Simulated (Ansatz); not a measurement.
## What Cd → Zn does to CdS

Take CdS in the wurtzite structure (space group P6_3mc, No. 186; a = 4.1966 Å, c = 6.8302 Å) as the base.

It is then changed as follows: full substitution Cd → Zn; the structure is relaxed again.

The values are results of DFT with PBE, PAW potentials and a 420 eV plane-wave cutoff in Ansatz (an electronic-structure program), no spin-orbit coupling, earlier PAW set, not measurements. Settings: 10×10×5 k-points, 0.05 eV Fermi–Dirac smearing, for the changed cell.

| quantity | base | changed | shift |
|---|---|---|---|
| volume per atom | 26.04 Å³ | 20.18 Å³ | -5.86 Å³ |
| density | 4.61 g/cm³ | 4.01 g/cm³ | -0.60 g/cm³ |
| lattice parameter a | 4.197 Å | 3.845 Å | -0.352 Å |
| c/a ratio | 1.628 | 1.640 | +0.012 |
| space group | P6_3mc (No. 186) | P6_3mc (No. 186) | – |
| shortest interatomic distance | 2.566 Å | 2.357 Å | -0.209 Å |
| band gap | 1.11 eV | 2.08 eV | +0.965 eV |
| gap character | direct at Γ | direct at Γ | – |
| width of the top valence band | 1.55 eV | 2.04 eV | +0.482 eV |
| electron mass | 0.12 mₑ along c, 0.13 mₑ across (at Γ) | 0.16 mₑ along c, 0.18 mₑ across (at Γ) | – |
| valence-band top at Γ (three highest levels, from the VBM) | 0.00, 0.00, -0.04 eV | 0.00, 0.00, -0.07 eV | – |

Effective masses come from finite differences of ±0.01 Å⁻¹. No phonon test of stability was made.
